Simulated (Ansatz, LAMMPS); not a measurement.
Random Si-Ge alloy, 5x5x5 cubic cells, lattice parameter by Vegard's rule. Cell 28.60 × 28.60 × 28.60 Å, Si143Ge857, 1000 atoms. Prepared with LAMMPS with Tersoff's 1989 multicomponent potential (SiCGe.tersoff): minimisation. 

Basis: localised support functions (accuracy medium) on a full density matrix. k-points: zone centre alone; occupations: Fermi-Dirac, 0.020 eV; spin polarisation not allowed. No spin-orbit coupling.

Task: What energy, gap and bonding does PBE, support functions at accuracy medium on the grid of 370 eV run with Ansatz (a first-principles code) give?

Result: 
- energy over the perfect crystal(s), per atom: 11 meV/atom
- electronic character of the cell: no gap resolved at this smearing
- coordination (neighbours within 2.937 Å): 100.0 % 4-fold
- Ge-Ge bonds, mean ± spread: 2.490 ± 0.005 Å
- Ge-Si bonds, mean ± spread: 2.442 ± 0.006 Å
- Si-Si bonds, mean ± spread: 2.396 ± 0.005 Å
- bond angles, mean ± spread: 109.5° ± 0.9°
- pressure: -0.19 GPa
